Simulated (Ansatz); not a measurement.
## Input and output of a self-consistent single point for Au (Fm-3m, 1 atom in the cell) (Ansatz)

Method of the run: PBEsol, default PAW files made with PBE (plane waves; Ansatz, a quantum-chemistry and plane-wave program).

Input as run:

Ansatz 0.2 input:
```yaml
# Au
crystal:
  lattice:
    - [0.000000, 2.033880, 2.033880]
    - [2.033880, 0.000000, 2.033880]
    - [2.033880, 2.033880, 0.000000]
  atoms:
    - { symbol: Au, position: [0.000000, 0.000000, 0.000000] }
basis:
  ecutwfc: 30.9 Ry
kpoints:
  mp_grid: { grid: [14, 14, 14] }
hamiltonian:
  xc: pbesol
  pseudopotentials: { kind: paw }
scf:
  occupations: { method: fermi_dirac, width: 0.0073 Ry }
output:
  forces: true
  eigenvalues: true
  stress: true
```

The program printed (abridged):

```
WARN ansatz: RAYON_NUM_THREADS=1 ignored (pool sized by the plan → 1); use --threads N
Pseudopotentials: kind: paw
Pseudopotential: Au, paw, valence charge 19
Crystal: 1 atoms, lattice volume = 16.827 Å³
Basis set: ecut = 420.4159175005146 eV, 331 PW (Γ), exchange–correlation on 40×40×40 points (8 copies of the dense FFT grid, shifted against one another)
Bands: 14, of which v1, the nominal top of the filled ones, is band 10 counted from 1 (9 counted from 0)
Symmetry: 48 space group operations
Space group: Fm-3m (ITA 225), of the structure as read, at distance tolerance 2.6e-5 Å
k-points: 104 of 2744
PAW frozen core: Au, regenerated for the run's functional, and the local potential with it
Initial density: superposition of atomic densities (neutral atoms: chi_scale 0, normalization atom), corrected by the library's trained network
Initial wavefunctions: pseudopotential atomic-orbital guess
Eigensolver: davidson
Functional: x = pbesol(κ = 0.804, μ = 0.12345679012345678), c = pbesol(β = 0.046)
SCF iter   1: F=—  HF=-13007.102802 eV  |F-HF|=—  |Δ(HF+E_count)|=         —  Δρ=6.33e-3  dr2=6.23e-3  ethr=1.77e-3  ⟨swp⟩=4.7  Hψ=7297  notcnv=0
all-band conjugate gradients solve this SCF's bands
preconditioner: auto → none
SCF iter   2: F=—  HF=-13007.101330 eV  |F-HF|=—  |Δ(HF+E_count)|=   1.47e-3  Δρ=2.79e-3  dr2=1.14e-3  ethr=3.28e-5  ⟨swp⟩=1.0  Hψ=2288  notcnv=0
SCF iter   3: F=—  HF=-13007.101007 eV  |F-HF|=—  |Δ(HF+E_count)|=   3.23e-4  Δρ=4.08e-4  dr2=1.09e-5  ethr=5.99e-6  ⟨swp⟩=2.0  Hψ=1947  notcnv=0
SCF iter   4: F=—  HF=-13007.101016 eV  |F-HF|=—  |Δ(HF+E_count)|=   8.71e-6  Δρ=4.53e-5  dr2=1.48e-7  ethr=5.76e-8  ⟨swp⟩=2.6  Hψ=2286  notcnv=0
iter 5 did not close the SCF: its close was put off for the readings that it lacked (scf_convergence_deferred on its scf_iter line)
SCF iter   5: F=-13007.101016 eV  HF=-13007.101016 eV  |F-HF|=7.46e-11  |Δ(HF+E_count)|=   1.35e-7  Δρ=2.93e-6  dr2=5.84e-10  ethr=7.77e-10  ⟨swp⟩=2.6  Hψ=2415  notcnv=0
SCF iter   6: F=-13007.101016 eV  HF=-13007.101016 eV  |F-HF|=1.09e-11  |Δ(HF+E_count)|=  3.15e-10  Δρ=4.20e-7  dr2=2.36e-11  ethr=3.07e-12  ⟨swp⟩=1.8  Hψ=4188  notcnv=0
SCF 1 converged in 6 iterations: F = -13007.101016 eV  dr2 = 2.36e-11
SCF converged after 6 iterations
Free energy (F): -13007.101016 eV
Harris-Foulkes:  -13007.101016 eV  (|F-HF|=1.09e-11)
Internal energy: -13007.090651 eV  (E = F + TS)
E sigma→0 (E₀):  -13007.095834 eV
Entropy (-TS):   -0.010365 eV (-10.365 meV/atom)
Fermi energy:    20.783395 eV
--- Per-component energies (eV) ---
  E_band       = -204.677421
  E_kinetic    = 604.919407
  E_local      = -1687.033666  (includes V_loc(G=0)·N_el)
  E_nonlocal   = 77.605349
  E_hartree    = 719.105394
  E_xc         = -226.753350
  E_vxc        = -274.838199  (∫ρ·V_xc dr)
  E_paw        = -9565.701158  (= ΣΔE_a)
  E_vpaw       = -363.542812  (= ΣTr[D̂ρ^β])
  E_aug_tail   = 0.001454  (compensation charges beyond the density's cutoff)
  E_ewald      = -2929.543560
  E_core_change = 0.309479  (= ΣΔE_core)
  E_smearing   = -0.010365  (= −TS)
  E_closure    = -0.000000  (closes the sum)
  Σ components = -13007.101016   (vs F -13007.101016, Δ=0.00e0)
--- Forces (eV/Å), atoms counted from 1 ---
  atom   1  Au    -0.00000000     0.00000000     0.00000000
  max |Σ_I F_I| component: 6.98e-32 eV/Å
--- Stress (GPa, compression-positive) ---
        2.041612      -0.000000       0.000000
       -0.000000       2.041612      -0.000000
        0.000000      -0.000000       2.041612
  P = ⅓ Tr σ = 2.0416 GPa (20.416 kbar)
  The stress holds the Pulay correction. Without it, at fixed plane waves, as pw.x and ABINIT print it: P = 1.9943 GPa
--- Band table (eV; the first three rows and the last of 104) ---
  k-point 0: bands = ["-84.7339", "-36.0286", "-36.0286", "-36.0286", "10.7347", "16.0513", "16.0513", "16.0513", "17.6217", "17.6217", "35.1994", "39.2692", "39.2692", "39.2692"]
  k-point 1: bands = ["-84.7332", "-36.0402", "-36.0303", "-36.0303", "10.9151", "15.9913", "16.1137", "16.1137", "17.5935", "17.5935", "35.4129", "38.1828", "39.4876", "39.4876"]
  k-point 2: bands = ["-84.7315", "-36.0725", "-36.0352", "-36.0352", "11.4306", "15.8582", "16.2581", "16.2581", "17.5568", "17.5568", "35.6010", "36.3776", "40.0808", "40.0808"]
  k-point 103: bands = ["-84.7171", "-36.1979", "-36.1688", "-36.1188", "14.6473", "15.1316", "16.0420", "17.5499", "19.1900", "25.6068", "26.2037", "27.9654", "30.2957", "42.6039"]
```

The run converged in 6 iterations.

The starting cell has typed, rounded lattice constants, without a prior relaxation at this level. Its lattice was rescaled by up to half a per cent. Spin-orbit coupling is off. Ansatz's pressure includes its estimate of the finite-basis (Pulay) stress.
